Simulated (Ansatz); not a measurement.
Structures of equal composition on the (0001) surface of wurtzite GaN (Ga plane on top): 2x2 In adatom at H3; 2x2 In adatom at T4. The slabs share one bottom face, and each structure is named by its start. These are constructed structures in small cells; real faces may alloy, dewet or reconstruct in larger ones, and not all known structures of the face are among them. Slabs of about 14 Å, Fermi-Dirac smearing of 0.025 eV. Bottom of the slabs: H caps. Relaxed from the named starts with such symmetry as they have, on meshes of like density; energies extrapolated to zero smearing; spin only where a row says so; no spin-orbit coupling, no U. Brackets mark spin-polarised runs, whose order is one that fits the cell. Where a second, spin-polarised start was run, the lower counts.

Level of theory: PBE (plane waves to 420 eV, PAW; Ansatz, a first-principles code).

### Question
Rank these by energy per 1x1 cell (lowest first), as PBE gives it.

### Answer
2x2 In adatom at T4 (0.000 eV, a narrow gap of 0.08 eV by band count), 2x2 In adatom at H3 (0.033 eV, a narrow gap of 0.04 eV by band count)
